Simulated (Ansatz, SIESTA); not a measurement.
## BaSrI4 (R-3m, 6 atoms in the cell) computed with different codes at matched settings

Self-consistent single point.

```
CELL_PARAMETERS angstrom
      2.93501     1.69453     9.36382
     -2.93501     1.69453     9.36382
      0.00000    -3.38906     9.36382
ATOMIC_POSITIONS crystal
  Ba 0.00000 0.00000 0.00000
  Sr 0.50000 0.50000 0.50000
  I  0.62280 0.62280 0.62280
  I  0.37720 0.37720 0.37720
  I  0.87091 0.87091 0.87091
  I  0.12909 0.12909 0.12909
```

Shared settings, as Ansatz (a first-principles code) writes them: kpoints.mp_grid.grid = 7 7 7; scf.occupations.method = fixed. Potentials and cutoffs stand in the table.

| code | model | pressure (GPa) | largest force (eV/Å) | gap on the mesh (eV) | cutoff |
|---|---|---|---|---|---|
| Ansatz | PBEsol, PAW files made with PBE | -1.53 | 0.055 | 3.362 | 420 eV |
| SIESTA | GGA PBEsol, numerical atomic orbitals DZP, PseudoDojo PBEsol standard norm-conserving potentials (rewritten from UPF to PSML) | -1.51 | 0.027 | 3.267 | grid 350 Ry |

Size of the force on each atom (eV/Å): Sizes of forces hide their directions.

```csv
code,Ba1,Sr2,I3,I4,I5,I6
Ansatz,0.000,0.000,0.007,0.007,0.055,0.055
SIESTA,0.000,0.000,0.009,0.009,0.027,0.027
```

Gaps are read on the mesh.

On Ansatz's run: spin-orbit coupling is off.

The spread over the programs that give each value: pressure within 0.02 GPa; largest force within 0.028 eV/Å; gap on the mesh within 0.095 eV.

SIESTA uses small atom-centred bases, whose incompleteness enters pressures, forces and empty levels differently from a plane-wave cutoff. Ansatz's pressure is given at a fixed set of plane waves, as the other plane-wave codes print theirs.

On the base mesh (3 3 3) the same programs gave: Ansatz pressure -1.53 GPa, gap on the mesh 3.614 eV; SIESTA pressure -1.49 GPa, gap on the mesh 3.368 eV.

The values differ from the base mesh's, so the mesh still matters here: the table compares the programs at equal settings.

The starting cell comes from a database of computed structures (which also holds hypothetical and non-ambient phases and stackings), without a prior relaxation at this level.

Left out of this page: CP2K (on another mesh).

Keys are those of Ansatz 0.2.
